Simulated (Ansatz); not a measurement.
Base system: Mg$_{2}$Sn (space group Fm-3m, No. 225; a = 6.664 Å; relaxed with 0.1 eV smearing). Axes: x, y, z lie along the cube axes.

Method: DFT with LDA, PAW potentials and a 420 eV plane-wave cutoff in Ansatz (a quantum-chemistry and plane-wave program), spin-orbit coupling left out.

Base values:

| Item | Value |
|---|---|
| Pressure | 0.0 GPa |

Modification: biaxial strain −0.42 %, plane normal [111], relaxed out of plane (Cartesian); in-plane vectors clamped, the third vector and the atoms free.

Problem. What does the calculation give for the energy relative to the base, out-of-plane strain and pressure after the change?

Solution. The energy stays essentially unchanged; the out-of-plane strain is +0.25 %; the pressure (mean of the normal stresses, compression positive) goes from zero to 0.3 GPa.

No phonon test of stability was made.
